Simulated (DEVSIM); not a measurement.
Device: abrupt Si p-n junction, at 300 K.

Layer 1 from the left is Si, thickness (μm) 13.0, Na (cm⁻³) 1.4e17, τn (s) 1e-6, τp (s) 1e-6. Layer 2 from the left is Si, thickness (μm) 7.90, Nd (cm⁻³) 1.3e14, τn (s) 1e-6, τp (s) 1e-6.

Left contact: ohmic. Right contact: ohmic. Voltage is applied to the left contact. Recombination: SRH at mid-gap, radiative. Mobility is μmin + (μ − μmin)/(1 + (N/Nref)^α).

This is a model device: material constants are rounded textbook-type values typed into the input, and sizes, dopings and lifetimes were drawn at random. Values at 300 K.

Si: gap (eV) 1.124, affinity (eV) 4.05, permittivity 11.7, Nc (cm⁻³) 2.86e19, Nv (cm⁻³) 3.1e19, μn (cm²/Vs) 1417, μp (cm²/Vs) 470, μn,min 52, μp,min 45, Nref,n 9.7e16, Nref,p 2.2e17, αn 0.68, αp 0.72, B (cm³/s) 4.7e-15.

DEVSIM, 1D drift-diffusion, Boltzmann statistics, complete ionisation; no tunnelling, impact ionisation, image-force lowering or self-heating.

Problem. What does the simulation give for the dark forward voltage at 1 A/cm², the dark forward voltage at 100 A/cm², the largest field in the device at zero bias, the potential step across the device at zero bias?

Solution. dark forward voltage at 1 A/cm² 0.534 V; dark forward voltage at 100 A/cm² 0.770 V; largest field in the device at zero bias 21000 V/cm; potential step across the device at zero bias 0.666 V.
